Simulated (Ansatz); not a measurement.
**ZrSiO (space group P4/nmm, No. 129; a cell from a computed database, its experimental status unchecked)**

```yaml
crystal:
  lattice:
    - [3.31258, 0.00000, 0.00000]
    - [0.00000, 3.31258, 0.00000]
    - [0.00000, 0.00000, 7.32279]
  atoms:
    - { symbol: Zr, position: [0.00000, 0.50000, 0.69068] }
    - { symbol: Zr, position: [0.50000, 0.00000, 0.30932] }
    - { symbol: Si, position: [0.50000, 0.50000, 0.00000] }
    - { symbol: Si, position: [0.00000, 0.00000, 0.00000] }
    - { symbol: O, position: [0.00000, 0.50000, 0.38960] }
    - { symbol: O, position: [0.50000, 0.00000, 0.61040] }
```

All numbers come from Ansatz (an electronic-structure program), PBE, PAW, cutoff 420 eV, spin-orbit coupling left out. Γ-centred 14×14×7 mesh, Fermi–Dirac width 0.05 eV.

```yaml
volume_per_atom: 13.39 Å³
density: 5.59 g/cm³
band_gap: zero
total_energy: -1796.652 eV/atom (σ→0; compares only within this code and set-up)
```

No phonon test of stability was made. All final runs are without spin polarisation. The zero or small gap of ZrSiO can change with the level of theory.
